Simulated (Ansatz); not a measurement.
# Zinc-blende NaCl (model structure): lattice constant a by level of theory

No measured value is used here.

```csv
level (code),value (Å)
LDA (Ansatz),6.029
PBE (Ansatz),6.253
rVV10 (Ansatz),6.158
r²SCAN (Ansatz),?
HSE06 (Ansatz),6.215
```

**Question.** Fill in the missing entries.

**Answer.** 
- r²SCAN (Ansatz, a quantum-chemistry and plane-wave program), value (Å): 6.176

K meshes differ between the levels. Ansatz's density-functional and Hartree–Fock values are scalar-relativistic unless marked +SOC, with PAW data made under PBE.

A model structure was made by putting elements into a prototype or built by hand; it is no filed structure, need not be a known phase, and can be a saddle point held by its symmetry.
